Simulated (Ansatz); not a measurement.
PBE against r2SCAN: TiAl, Ti → Zn

Consider TiAl (space group P4/mmm, No. 123; a = 2.824 Å, c = 4.071 Å).

(Cell as relaxed with PBE.)

Levels (all Ansatz, a program for electronic structure, PAW, earlier PAW set): PBE (420 eV, no SOC); r2SCAN (500 eV, no SOC).

Each level relaxes its own structure.

```json
[
 {"base": "volume per atom", "PBE": "16.23 Å³", "r2SCAN": "16.06 Å³"},
 {"base": "lattice parameter a", "PBE": "2.824 Å", "r2SCAN": "2.813 Å"},
 {"base": "band gap", "PBE": "zero", "r2SCAN": "zero"}
]
```

Now apply this change: every Ti is replaced by Zn; the structure is relaxed again.

| quantity | PBE | r2SCAN |
|---|---|---|
| volume per atom | 15.95 Å³ | ___ |
| c/a ratio | 1.419 | ___ |

What does r2SCAN give?


- volume per atom, r2SCAN: 15.31 Å³
- c/a ratio, r2SCAN: 1.402

PBE's volume per atom lies 0.635 Å³ above r2SCAN's (4.1 %); PBE's c/a ratio lies 0.0176 above r2SCAN's. Neither level is exact; r2SCAN is the comparison here, not a measurement.

No phonon test of stability was made. As relaxed here, AlZn is a hypothetical phase, not in the database extracts checked. All final runs are without spin polarisation.
